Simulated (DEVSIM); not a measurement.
System: Pd/SiO2/n-Ge capacitor, at 300 K.

| layer (left to right) | material | thickness (nm) | Nd (cm⁻³) |
|---|---|---|---|
| 1 | SiO2 | 7.50 | - |
| 2 | Ge | 420 | 2e18 |

Metal gate on the left, work function 5.2 eV. Fixed charge at the semiconductor interface 0 cm⁻² (in units of +e); no interface traps.

The device is made up for the run: typed textbook-type constants, with dimensions and the other settings drawn at random. Values at 300 K; Nc and Nv go as T^1.5, mobilities as T to minus their exponent, the gap by Varshni's rule with the affinity fixed.

```tsv
parameter	SiO2	Ge
gap (eV)	9	0.664
affinity (eV)	0.9	4
permittivity	3.9	16
Nc (cm⁻³)	-	1.04e19
Nv (cm⁻³)	-	6e18
Varshni α (eV/K)	-	0.000477
Varshni β (K)	-	235
```

Simulated with DEVSIM: 1D Poisson equation in equilibrium, Boltzmann statistics, complete ionisation; no quantum confinement or tunnelling. Metal contacts follow the ideal Schottky-Mott rule: no Fermi-level pinning, no interface dipoles.

The temperature was swept, all else fixed.

```
temperature (K)  minimum of the low-frequency capacitance (μF/cm²)  flat-band voltage (V)
---------------  -------------------------------------------------  ---------------------
250                                                          0.275                   1.17
300                                                          0.280                   1.16
350                                                          0.288                   1.14
400                                                          0.298                   1.13
450                                                          0.306                   1.11
500                                                            [?]                   1.10
```

Question: What belongs in the gaps?

Answer: 
- 500, minimum of the low-frequency capacitance (μF/cm²): 0.319
